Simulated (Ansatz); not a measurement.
The reference is a 16-atom supercell of BAs in the zinc blende structure (space group F-43m, No. 216; a = 4.768 Å) at its relaxed geometry.

Level of theory: PBEsol in Ansatz (plane waves to 420 eV, PAW, no spin-orbit coupling), earlier PAW set.

One neutral defect a cell, atoms relaxed at fixed cell.

One change was made to it. Results:

The largest displacement of a host atom from its site in the perfect cell is 0.14 Å; the pressure goes from zero to 5.3 GPa.

Task: Which of these changes matches the shifts?
A. B interstitial (started 1.95 Å from the nearest host atom)
B. As vacancy
C. Be on a B site, symmetric start
D. Ga on a As site, symmetric start

Result: A, B interstitial (started 1.95 Å from the nearest host atom). For comparison, the pressure in the other runs: Ga on a As site, symmetric start gives 0.6 GPa; Be on a B site, symmetric start gives 3.3 GPa; As vacancy gives -1.3 GPa.

Other magnetic orders, which the real material may have, were not ruled out. In so small a cell the defect repeats every few ångströms: this is an ordered compound, not a dilute defect. A case with no gap was solved on a k-mesh chosen for an insulator, which is coarse for it. Defects with a symmetric start kept the site's symmetry and may sit on a saddle; the others started slightly shaken. Starting moments died away, wholly or in part, for B interstitial (started 1.95 Å from the nearest host atom), Ga on a As site, Be on a B site and As vacancy; another magnetic solution may exist.

Ansatz is an electronic-structure program.
